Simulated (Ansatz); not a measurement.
Consider KBr in the rock salt structure (space group Fm-3m, No. 225; a = 6.705 Å).

Calculations: DFT with PBE, PAW potentials and a 420 eV plane-wave cutoff in Ansatz (an electronic-structure program), scalar-relativistic without spin-orbit coupling.

For the base:

| Item | Result |
|---|---|
| Valley order | Γ 4.31 eV; X along ⟨100⟩ 5.91 eV |

The change: every lattice vector is shortened by 1.50 %; the atoms relax in the strained cell.

Task: Estimate the effect on the energy relative to the base and valley order.

Result: The energy increases by 3.4 meV/atom; the valley order (the lowest conduction-band minima on the path, energy above the VBM, named in the base's zone) goes from Γ 4.31 eV; X along ⟨100⟩ 5.91 eV to Γ 4.43 eV; X along ⟨100⟩ 5.87 eV.

The levels and masses belong to the bands next to the band gap. No phonon test of stability was made.
